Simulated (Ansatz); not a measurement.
# PtSe2, response to strain

The reference is PtSe2 in the CdI2 type structure (space group P-3m1, No. 164; a = 3.739 Å, c = 4.635 Å; layered; relaxed with 0.1 eV smearing).

Strains are applied to the cell and any free atomic positions relax.

All numbers come from Kohn–Sham DFT with the PBEsol-D3(BJ) functional, run in Ansatz (a first-principles code) with PAW and 420 eV plane waves, no SOC.

Candidates:
(a) isotropic strain +2.50 %
(b) isotropic strain −1.00 %
(c) isotropic strain +2.00 %
(d) isotropic strain −1.50 %

Notes on the quantities. energy relative to the base: free energy F.

Order them by energy relative to the base, lowest first.

(b) isotropic strain −1.00 % (+5.5 meV/atom), (d) isotropic strain −1.50 % (+13 meV/atom), (c) isotropic strain +2.00 % (+19 meV/atom), (a) isotropic strain +2.50 % (+30 meV/atom)

Whether these cells are dynamically stable was not tested. All final runs are without spin polarisation.
